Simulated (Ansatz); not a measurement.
Base system: BaTiO₃ in the cubic perovskite structure (space group Pm-3m, No. 221; a = 3.970 Å). Axes: x, y, z lie along the cube axes.

Computed with PBEsol in Ansatz (plane waves to 420 eV, PAW, no spin-orbit coupling).

One thing is altered: uniaxial strain ε_yy = +2.01 %, all other strain components held at zero, atoms relaxed at fixed cell.

**Question.** Predict the stress tensor and what it implies for the stiffness.

**Answer.** Stress of the strained cell less that of the base (GPa, compression positive):
```
  -2.11    0.00    0.00
   0.00   -5.78    0.00
   0.00    0.00   -2.11
```

Then −Δσ_ii/ε with ε = 0.0201 gives secant stiffness values (nonlinear terms included at this strain): C22 ≈ 288 GPa, C12 ≈ 105 GPa and C23 ≈ 105 GPa.

As a check, the harmonic strain energy −½ V₀ Δσ:ε is 4.5 meV/atom; the computed energy rise is 4.7 meV/atom.

Stability against distortions was not tested. The final runs are not spin-polarised. Many cubic perovskites are stable only at high temperature; tilts and polar distortions were not tested. This is not the structure that BaTiO3 has at room temperature and ambient pressure.

Ansatz is a program for electronic structure.
